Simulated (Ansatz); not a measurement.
# NaCaF3 (model structure, started from the cubic perovskite type, Pm-3m, No. 221, 5 atoms in the cell)

Calculation: r²SCAN0 (PAW; Ansatz, a program for electronic structure).

Settings: plane-wave cutoff 520 eV, 6×6×6 k mesh, Fermi–Dirac smearing 0.01 eV, scalar-relativistic PAW data made under PBE.

Cell (relaxed with PBEsol):

```cif
data_CaF3Na
_chemical_formula_sum 'Na1 Ca1 F3'
_space_group_name_H-M_alt 'Pm-3m'
_space_group_IT_number 221
_space_group_name_Hall '-P 4 2 3'
_cell_length_a 4.37183
_cell_length_b 4.37183
_cell_length_c 4.37183
_cell_angle_alpha 90.000
_cell_angle_beta 90.000
_cell_angle_gamma 90.000
loop_
_atom_site_label
_atom_site_type_symbol
_atom_site_symmetry_multiplicity
_atom_site_Wyckoff_symbol
_atom_site_fract_x
_atom_site_fract_y
_atom_site_fract_z
_atom_site_occupancy
Na1 Na 1 a 0.00000 0.00000 0.00000 1
Ca1 Ca 1 b 0.50000 0.50000 0.50000 1
F1 F 3 c 0.00000 0.50000 0.50000 1
```

```json
{
 "band_gap": "8.42 eV (on the SCF k mesh) (indirect)",
 "smallest_direct_gap_on_the_k_points_sampled": "8.59 eV"
}
```

Note: the relaxation could raise the start's symmetry but not lower it, so the cell can be a saddle point.

A model structure was made by putting elements into a prototype or built by hand; it is no filed structure, need not be a known phase, and can be a saddle point held by its symmetry.
